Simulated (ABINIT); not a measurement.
**A self-consistent single point of CoBiO3 (P4mm, 5 atoms in the cell) with ABINIT**

Computed with PBEsol, PAW (JTH v2.0 PBE PAW, files made for PBE) (plane waves; ABINIT).

This input was run:

```
# CoBiO3, JTH v2.0 PBE PAW
pp_dirpath "./"
pseudos "Co.GGA_PBE-JTH.xml, Bi.GGA_PBE-JTH.xml, O.GGA_PBE-JTH.xml"
acell 3.7158740000 3.7158740000 4.0115820000 Angstrom
rprim
         1.0000000000    0.0000000000    0.0000000000
         0.0000000000    1.0000000000    0.0000000000
         0.0000000000    0.0000000000    1.0000000000
natom 5
ntypat 3
znucl 27 83 8
typat 1 2 3 3 3
xcart
         1.8579370000    1.8579370000    2.4984533854
         0.0000000000    0.0000000000    0.2044302187
         1.8579370000    0.0000000000    2.7923819986
         0.0000000000    1.8579370000    2.7923819986
         1.8579370000    1.8579370000    0.6521628857
      Angstrom
ecut 30 Ha
pawecutdg 60 Ha
pawovlp -1
pawxcdev 0
ixc -116133
occopt 3
tsmear 0.00367493
nband 33
kptopt 1
ngkpt 9 9 9
nshiftk 1
shiftk 0 0 0
nstep 60
tolvrs 1.0e-10
prtwf 0
prtden 0
enunit 1
```

The program printed (abridged):

```
 Symmetries : space group P4 m m (# 99); Bravais tP (primitive tetrag.)

 -outvars: echo values of preprocessed input variables --------
            acell      7.0219842043E+00  7.0219842043E+00  7.5807913396E+00 Bohr
             ecut      3.00000000E+01 Hartree
           enunit           1
              ixc     -116133
         kptrlatt        9    0    0      0    9    0      0    0    9
          kptrlen      6.31978578E+01
            natom           5
            nband          33
            ngfft          36      36      40
          ngfftdg          50      50      54
             nkpt          75
            nstep          60
             nsym           8
           ntypat           3
           occopt           3
        pawecutdg      6.00000000E+01 Hartree
          pawovlp     -1.0000000000E+00
         pawxcdev           0
          spgroup          99
           tolvrs      1.00000000E-10
           tsmear      3.67493000E-03 Hartree
            typat      1  2  3  3  3
           useylm           1
             xred      5.0000000000E-01  5.0000000000E-01  6.2281000000E-01
                       0.0000000000E+00  0.0000000000E+00  5.0959999995E-02
                       5.0000000000E-01  0.0000000000E+00  6.9608000001E-01
                       0.0000000000E+00  5.0000000000E-01  6.9608000001E-01
                       5.0000000000E-01  5.0000000000E-01  1.6256999999E-01
            znucl       27.00000   83.00000    8.00000

== DATASET  1 ==================================================================

 Real(R)+Recip(G) space primitive vectors, cartesian coordinates (Bohr,Bohr^-1):
 R(1)=  7.0219842  0.0000000  0.0000000  G(1)=  0.1424099  0.0000000  0.0000000
 R(2)=  0.0000000  7.0219842  0.0000000  G(2)=  0.0000000  0.1424099  0.0000000
 R(3)=  0.0000000  0.0000000  7.5807913  G(3)=  0.0000000  0.0000000  0.1319124
 Unit cell volume ucvol=  3.7379565E+02 bohr^3
 Angles (23,13,12)=  9.00000000E+01  9.00000000E+01  9.00000000E+01 degrees

 Coarse grid specifications (used for wave-functions):

 getcut: wavevector=  0.0000  0.0000  0.0000  ngfft=  36  36  40
         ecut(hartree)=     30.000   => boxcut(ratio)=   2.07930

 Fine grid specifications (used for densities):

 getcut: wavevector=  0.0000  0.0000  0.0000  ngfft=  50  50  54
         ecut(hartree)=     60.000   => boxcut(ratio)=   2.04206

   2.84302584E+03                                ecore*ucvol(ha*bohr**3)

_setup2: Arith. and geom. avg. npw (full set) are    2933.730    2933.721

--- !BeginCycle
solver: {iscf: 17, nstep: 60, nline: 4, wfoptalg: 10, }
tolerances: {tolvrs: 1.00E-10, }
...

     iter   Etot(hartree)      deltaE(h)  residm     nres2
 ETOT  1  -246.70312888958    -2.467E+02 5.255E+01 8.568E+02
 ETOT  2  -276.91777747377    -3.021E+01 3.861E+00 4.763E+03
 ETOT  3  -268.11614893267     8.802E+00 2.177E+00 1.703E+03
 ETOT  4  -267.53515315293     5.810E-01 4.479E-01 4.060E+02
 ETOT  5  -267.93722796334    -4.021E-01 4.695E-01 1.379E+03
 ETOT  6  -268.35671653947    -4.195E-01 8.877E-02 1.925E+03
   [... 20 lines left out ...]
 ETOT 27  -266.76078555059    -1.548E-09 7.446E-04 6.105E-08
 ETOT 28  -266.76078555069    -1.009E-10 5.719E-04 2.375E-08
 ETOT 29  -266.76078555071    -1.580E-11 3.057E-04 8.582E-10
 ETOT 30  -266.76078555072    -1.268E-11 2.248E-04 1.062E-09
 ETOT 31  -266.76078555072    -2.274E-13 1.190E-04 3.277E-11

 At SCF step   31       nres2   =  3.28E-11 < tolvrs=  1.00E-10 =>converged.

 Cartesian components of stress tensor (hartree/bohr^3)
  sigma(1 1)=  3.00044802E-05  sigma(3 2)=  0.00000000E+00
  sigma(2 2)=  3.00044802E-05  sigma(3 1)=  0.00000000E+00
  sigma(3 3)= -3.20095016E-05  sigma(2 1)=  0.00000000E+00

 ----iterations are completed or convergence reached----

 reduced coordinates (array xred) for    5 atoms
       0.500000000000      0.500000000000      0.622809999995
       0.000000000000      0.000000000000      0.050959999995
       0.500000000000      0.000000000000      0.696080000010
       0.000000000000      0.500000000000      0.696080000010
       0.500000000000      0.500000000000      0.162569999990
 cartesian forces (eV/Angstrom) at end:
    1     -0.00000000000000    -0.00000000000000    -0.23428519051765
    2     -0.00000000000000    -0.00000000000000     0.16405484510456
    3     -0.00000000000000    -0.00000000000000     0.08738353877261
    4     -0.00000000000000    -0.00000000000000     0.08738353877261
    5     -0.00000000000000    -0.00000000000000    -0.10453673213213
 frms,max,avg= 8.4854085E-02 2.3428519E-01   0.000E+00  0.000E+00  6.894E-04 e/A
 length scales=  7.021984204310  7.021984204310  7.580791339614 bohr
              =  3.715874000000  3.715874000000  4.011582000000 angstroms
 Fermi (or HOMO) energy (eV) =   9.37842   Average Vxc (eV)= -11.68331
 Eigenvalues (   eV  ) for nkpt=  75  k points:
 kpt#   1, nband= 33, wtk=  0.00137, kpt=  0.0000  0.0000  0.0000 (reduced coord)
 -85.71082  -49.16093  -49.13411  -49.13411  -13.79371  -13.69154  -13.62691  -13.62691
 -13.58088  -11.18188   -8.64851   -8.25873   -0.09268    2.74252    2.74252    3.48321
   5.89936    6.13842    6.13842    6.45158    6.45158    6.54644    7.71482    8.59358
   8.59358    9.28026    9.30442   13.21926   15.47447   15.47447   17.60517   17.97405
  19.06120
 prteigrs : prtvol=0 or 1, do not print more k-points.

--- !EnergyTerms
comment             : Components of total free energy in Hartree
kinetic             :  3.92253032853529E+01
hartree             :  7.42810695110769E+01
xc                  : -1.43852978789866E+01
Ewald energy        : -1.83278689507944E+02
psp_core            :  7.60582917468656E+00
local_psp           : -2.39128921332248E+02
spherical_terms     :  4.89232994311390E+01
internal            : -2.66757407316924E+02
'-kT*entropy'       : -3.38052491818088E-03
total_energy        : -2.66760787841842E+02
total_energy_eV     : -7.25893019676038E+03
...

-Cartesian components of stress tensor (GPa)         [Pressure= -2.7459E-01 GPa]
- sigma(1 1)=  8.82762136E-01  sigma(3 2)=  0.00000000E+00
- sigma(2 2)=  8.82762136E-01  sigma(3 1)=  0.00000000E+00
- sigma(3 3)= -9.41751893E-01  sigma(2 1)=  0.00000000E+00

 Calculation completed.
```

The run converged in 31 iterations.

The starting cell comes from a database of computed structures (which also holds hypothetical and non-ambient phases and stackings), without a prior relaxation at this level. Its lattice was rescaled by a random factor within 2.5 % of one. Spin polarisation is off, so a magnetic state, if there is one, cannot be reached. The potentials were made for another functional than the one used.

Cost on one core of a shared machine: roughly 9 min.
